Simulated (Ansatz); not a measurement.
Al on the 1x1 (111) surface of fcc Ni, ferromagnetic, one in a 2x2 cell, energies for each (21.5 Å²). Energies are against an atom of fcc Al, without zero-point or thermal terms; each row is named by its start.

The numbers are results of PBE (plane waves to 420 eV, PAW; Ansatz, a program for electronic structure), not measurements.

Model: 17-atom slab, 6.0 Å thick at the start under the adsorbate (thin: gaps and levels are the slab's own), 7x7x1 mesh, Fermi-Dirac 0.1 eV, dipole correction, 8 atoms held, the rest relaxed; each run with such symmetry as its start has; spin-polarised, no spin-orbit, no U, no dispersion correction.

A negative adsorption energy means that the adsorbate is more stable on the surface than in its reference. Starts that drift may end in the same place. Heights count from the host atoms within 0.3 Å of the top one.

```
starting site                           E_ads (eV)  height (Å)  nearest host atom (Å)  bonded to  Δ work function (eV)  lateral drift (Å)  moment (μB)
--------------------------------------  ----------  ----------  ---------------------  ---------  --------------------  -----------------  -----------
top Ni                                         [?]         [?]                Ni 2.18         Ni                 -0.80                0.0          9.5
hollow Ni-Ni-Ni over Ni at depth 2.0 Å       -0.38        1.82                Ni 2.35       3 Ni                 -0.97                0.0          9.3
hollow Ni-Ni-Ni over Ni at depth 4.0 Å       -0.38        1.83                Ni 2.36       3 Ni                 -0.94                0.0          9.4
bridge Ni-Ni (span 2.5 Å)                    -0.38        1.82                Ni 2.35       3 Ni                 -0.97                0.7          9.3
```

Question: Fill in the missing entries.

Answer: 
- top Ni, E_ads (eV): 0.07
- top Ni, height (Å): 1.98
